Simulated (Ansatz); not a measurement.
**BaTiO3: energy against strain**

BaTiO3 (cubic perovskite, Pm-3m, 12.513 Å³/atom at rest, cube axes along x, y and z) under a strain ε along a cube axis (axis z), the other axes held. PBEsol in Ansatz, a plane-wave DFT program (PAW, default set), 420 eV, 8×8×8 Γ-centred mesh, Fermi-Dirac smearing 0.05 eV; ions are relaxed within the symmetry of each cell.

Here s stands for strain and y for E less E0.

| strain (%) | E less E0 (meV/atom) |
|---|---|
| -3.00 | ? |
| -1.20 | 1.82 |
| -0.60 | 0.42 |
| 0.00 | 0.00 |
| 0.60 | 0.41 |
| 1.20 | 1.69 |

The 5 complete rows are fitted with a parabola, y against s. Least squares gives y = -0.016 - 0.0450·s + 1.2282·s². Residuals (row less fit): 0.013, -0.033, 0.016, 0.011, -0.009; standard error 0.029 (degrees of freedom: 2). Twice the quadratic coefficient over the volume, 2 × 1.2282 meV × 10⁴ × 0.1602 / 12.513 Å³, is the elastic constant C11 = 315 ± 6 GPa.

Problem. Predict the withheld y at s = -3.00 from the fit, and compare with the calculation.

Solution. y = -0.016 - 0.0450 × (-3.0) + 1.2282 × (-3.0)² = 11.173 meV/atom. The calculation gives 12.41 meV/atom, 1.237 meV/atom above the prediction (10.0 % of the range of y in the table). The row lies outside the fitted rows, so this is an extrapolation. From the scatter of the fitted rows alone, a prediction at this place has a standard error of 0.189 meV/atom, so the miss is 6.5 times that.

One order more, fitted to all 11 runs of the series, follows each within 0.04, so the miss is the next term of a smooth law. The primitive cell can neither tilt nor turn polar against its symmetry, as such crystals can under strain. BaTiO3 is here the ideal cubic form; the compound distorts at low or room temperature. Rows are the converged runs of the series near zero and its far end; series whose fitted rows scatter by over a few per cent of the range, as at a crossing or softening among them, aren't shown in this form. Most that stay on the fit to the last digits aren't either.
